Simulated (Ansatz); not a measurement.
## Amorphous Ni₃₈P₁₀

The cell was made by melting and quenching with the CHGNet potential and then relaxed with DFT. The hot cell started wider than the set density and was brought back towards it in steps. It is the lowest in DFT energy of 3 quenches. It is a model cell: composition and starting density were chosen by hand, and all elements were melted together. No dispersion term was used.

All values below come from PBE, scalar-relativistic without spin-orbit coupling (plane waves to 420 eV, PAW; Ansatz, a quantum-chemistry and plane-wave program). Geometry, pressure, stress and energy are those of the PBE run. Its sampling: a 2×2×2 Γ-centred mesh; Fermi-Dirac width 0.1 eV; no spin polarisation.

```yaml
number_of_atoms_in_the_cell: 48
Density (volume relaxed, without dispersion): 7.85 g/cm³
volume_per_atom: 75.6 bohr³
Pressure on a 2×2×2 Γ-centred mesh: 0.04 GPa
Largest force and stress component on that mesh (the relaxation ran on one k-point at (1/4, 1/4, 1/4)): 0.16 eV/Å and 0.3 GPa
Gap on a 2×2×2 Γ-centred mesh (PBE): within the smearing (under twice its width)
```

Cut-offs for bonds: Ni-Ni 3.04 Å, Ni-P 2.70 Å, P-P 2.57 Å.

The mean coordination of Ni comes out as 12.05 (1 with 9, 3 with 10, 3 with 11, 19 with 12, 10 with 13, 2 with 14). The mean coordination of P is 8.60 (1 with 7, 2 with 8, 7 with 9) and the mean Ni-Ni bond is 2.614 Å (spread 0.153 Å, 186 counted). The mean Ni-P bond is 2.294 Å (spread 0.108 Å, 86 counted).

Its density started from a set value of 7.73 g/cm³. The quench (nominally 130 K/ps over its main leg) was far faster than any real one, so the model tends to hold more defects than a real film. Values belong to this one cell and scatter from quench to quench. Volume and shape were free in the relaxation. On a 2×2×2 Γ-centred mesh force components of up to 0.16 eV/Å stay, since the relaxation ran on one k-point at (1/4, 1/4, 1/4).
